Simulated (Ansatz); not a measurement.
System: MoTe2 (within 0.1 Å of P6₃/mmc, No. 194, 12 atoms in the cell; start mp-1030319). Method: LDA (PAW; Ansatz, a program for electronic structure).

Numerical settings: plane-wave cutoff 520 eV, 12×12×2 k mesh (along the axes of the cell as run), Fermi–Dirac smearing 0.01 eV, no spin polarisation, scalar-relativistic PAW data made under PBE.

Cell (relaxed with PBE-D3(BJ)):

MoTe2 is modelled in the hexagonal space group P6₃/mmc (No. 194), Pearson symbol hP6. Conventional cell: a = b = 3.4965 Å, c = 13.7006 Å, α = β = 90.00°, γ = 120.00°. Te on 4f has 3 Mo at 2.716 Å (trigonal pyramidal). Mo on 2c has 6 Te at 2.716 Å (trigonal prismatic). (Neighbours: up to the widest gap in distance over summed covalent radii, below 1.35, at either atom; cation-cation and far metal-metal contacts left out.)
(The calculation used a cell of 12 atoms; values per cell refer to that cell.)

### Question
Give the computed band gap, smallest direct gap on the k points sampled and Γ–Γ gap.

### Answer

- band gap = 0.57 eV
- smallest direct gap on the k points sampled = 1.03 eV
- Γ–Γ gap = 2.85 eV

Note: cell and atoms aren't relaxed at this level (largest force component 0.44 eV/Å, pressure -2.5 GPa).

Spin–orbit coupling is not included; with these elements it can move the gap by several tenths of an eV or more.

Static lattice: no zero-point or thermal effects.

A start named mp-… is a Materials Project structure, which need not be a measured phase.
